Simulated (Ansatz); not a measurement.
Take TiSi₂ (space group Fddd, No. 70; a = 4.760 Å, b = 8.180 Å, c = 8.500 Å) as the base.

It is then changed as follows: a hydrostatic pressure of 1.5 GPa.

Levels (all Ansatz, an electronic-structure program, PAW): PBEsol (420 eV, scalar-relativistic without spin-orbit coupling); r2SCAN (500 eV, without spin-orbit coupling).

The geometry is relaxed with PBEsol.

- PBEsol pressure: 1.5 GPa

With r2SCAN at the same geometry, the pressure goes up by 1.8 GPa, from 1.5 GPa to 3.3 GPa.

Single points use the geometry relaxed with PBEsol. Their cutoffs differ, which shifts pressures a little. Load acts through the strain it causes; cell and atoms are relaxed under it. Stability against distortions was not tested. The final runs are not spin-polarised.
